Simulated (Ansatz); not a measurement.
S on the 1x1 (0001) surface of hcp Ru, one in a 2x2 cell, energies for each (25.7 Å²). Energies are against ⅛ S8(g), without zero-point or thermal terms; each row is named by its start.

Level of theory: PBE (plane waves to 420 eV, PAW; Ansatz, a program for electronic structure).

Set-up: 17 atoms, 6.3 Å thick at the start under the adsorbate (thin: gaps and levels are the slab's own); mesh 6x6x1; 0.1 eV smearing; dipole correction on; 8 atoms held, the rest relaxed; each run with such symmetry as its start has; spin where the adsorbate may keep a moment, no spin-orbit, no U, no dispersion correction.

A negative adsorption energy means that the adsorbate is more stable on the surface than in its reference. Starts that drift may end in the same place. Heights count from the host atoms within 0.3 Å of the top one.

| starting site | E_ads (eV) | height (Å) | nearest host atom (Å) | bonded to | Δ work function (eV) | lateral drift (Å) | moment (μB) |
|---|---|---|---|---|---|---|---|
| top Ru | -0.99 | 2.14 | Ru 2.14 | Ru | 0.45 | 0.0 | 0.0 |
| hollow Ru-Ru-Ru | -2.56 | 1.75 | Ru 2.33 | 3 Ru | 0.26 | 0.0 | – |
| hollow Ru-Ru-Ru over Ru at depth 2.1 Å | -2.67 | 1.65 | Ru 2.32 | 3 Ru | 0.11 | 0.0 | – |
| bridge Ru-Ru (span 2.7 Å) | -2.67 | 1.66 | Ru 2.32 | 3 Ru | 0.11 | 0.8 | – |
